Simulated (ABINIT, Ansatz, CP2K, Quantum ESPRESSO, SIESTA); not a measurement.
# One structure in several programs: KMgF3 (Pm-3m, 5 atoms in the cell)

Relaxation of cell and atoms.

```yaml
crystal:
  lattice:
    - [3.99000, 0.00000, 0.00000]
    - [0.00000, 3.99000, 0.00000]
    - [0.00000, 0.00000, 3.99000]
  atoms:
    - { symbol: K, position: [0.00000, 0.00000, 0.00000] }
    - { symbol: Mg, position: [0.50000, 0.50000, 0.50000] }
    - { symbol: F, position: [0.50000, 0.00000, 0.50000] }
    - { symbol: F, position: [0.00000, 0.50000, 0.50000] }
    - { symbol: F, position: [0.50000, 0.50000, 0.00000] }
```

Shared settings, as Ansatz (a program for electronic structure) writes them: kpoints.mp_grid.grid = 4 4 4; scf.occupations.method = fermi_dirac; scf.occupations.width = 0.05 eV. Potentials and cutoffs stand in the table.

```csv
code,model,final volume (Å³/atom),gap on the mesh (eV),cutoff
ABINIT,"PBE, PAW (JTH v2.0 PBE PAW)",13.37,6.919,48 Ry
Quantum ESPRESSO,"PBE, SSSP 1.1.2 efficiency (PBE) pseudopotentials",13.26,6.973,50 Ry
Ansatz,"PBE, default PAW files",13.33,6.960,420 eV
SIESTA,"GGA PBE, numerical atomic orbitals TZP, PseudoDojo PBE standard norm-conserving potentials (rewritten from UPF to PSML)",13.30,6.716,grid 400 Ry
CP2K,"PBE, GPW, DZVP-MOLOPT-SR-GTH basis, GTH-PBE potentials (GTH_POTENTIALS)",13.62,6.786,grid 1000 Ry
```

Gaps are read on the mesh.

The spread over the programs that give each value: final volume within 0.36 Å³/atom; gap on the mesh within 0.257 eV.

SIESTA and CP2K use small atom-centred bases, whose incompleteness enters pressures, forces and empty levels differently from a plane-wave cutoff. The programs treat the finite-basis stress differently while the cell relaxes: Ansatz adds an estimate of it, ABINIT smooths its cutoff (ecutsm).

The starting cell has typed, rounded lattice constants, without a prior relaxation at this level.

Left out of this page: GPAW (not drawn, or without a comparable value).

Keys are those of Ansatz 0.2.
